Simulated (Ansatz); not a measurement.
# Al2O3 with two functionals, Al → Zn

The parent structure is Al$_{2}$O$_{3}$ in the corundum structure (space group R-3c, No. 167; a = 4.808 Å, c = 13.122 Å (hexagonal axes)).

(Cell as relaxed with PBE.)

Levels (all Ansatz, a quantum-chemistry and plane-wave program, PAW, earlier PAW set): PBE (420 eV, spin-orbit coupling left out); r2SCAN (500 eV, scalar-relativistic without spin-orbit coupling).

Each level relaxes its own structure.

| base | PBE | r2SCAN |
|---|---|---|
| volume per atom | 8.76 Å³ | 8.49 Å³ |
| lattice parameter a | 4.808 Å | 4.758 Å |
| band gap | 5.86 eV | 7.15 eV |

The change: Zn takes the place of Al on all its sites, then cell and atoms are relaxed.

```
quantity              PBE  r2SCAN
---------------  --------  ------
c/a ratio           2.656       …
volume per atom  10.69 Å³       …
```

**Question.** Given the PBE results, estimate those of r2SCAN.

**Answer.** 
- c/a ratio, r2SCAN: 2.652
- volume per atom, r2SCAN: 10.19 Å³

PBE's c/a ratio lies 0.004 above r2SCAN's; PBE's volume per atom lies 0.494 Å³ above r2SCAN's (4.8 %). Neither level is exact; r2SCAN is the comparison here, not a measurement.

Other magnetic orders, which the real material may have, were not ruled out. No phonon test of stability was made. As relaxed here, Zn2O3 is a hypothetical phase, not in the database extracts checked.
